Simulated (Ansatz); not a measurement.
**Response to strain in BN**

Take BN in the zinc blende structure (space group F-43m, No. 216; a = 3.6057 Å) as the base. Axes: x, y, z lie along the cube axes.

Strains are applied to the cell and any free atomic positions relax; under biaxial strain the out-of-plane vector relaxes too.

Computed with PBEsol in Ansatz (plane waves to 420 eV, PAW, scalar-relativistic without spin-orbit coupling).

Candidates:
(a) biaxial strain −2.00 %, plane normal [001], relaxed out of plane
(b) biaxial strain −0.50 %, plane normal [001], relaxed out of plane
(c) biaxial strain +2.00 %, plane normal [001], relaxed out of plane
(d) biaxial strain −1.50 %, plane normal [001], relaxed out of plane
(e) biaxial strain −3.00 %, plane normal [001], relaxed out of plane

For the base:

```
Property   Result
--------  -------
Band gap  4.30 eV
```

### Question
Order them by band gap, highest first.

### Answer
(b) biaxial strain −0.50 %, plane normal [001], relaxed out of plane (4.24 eV), (d) biaxial strain −1.50 %, plane normal [001], relaxed out of plane (4.12 eV), (a) biaxial strain −2.00 %, plane normal [001], relaxed out of plane (4.05 eV), (e) biaxial strain −3.00 %, plane normal [001], relaxed out of plane (3.93 eV), (c) biaxial strain +2.00 %, plane normal [001], relaxed out of plane (3.77 eV)

Stability against distortions was not tested.

Ansatz is a quantum-chemistry and plane-wave program.
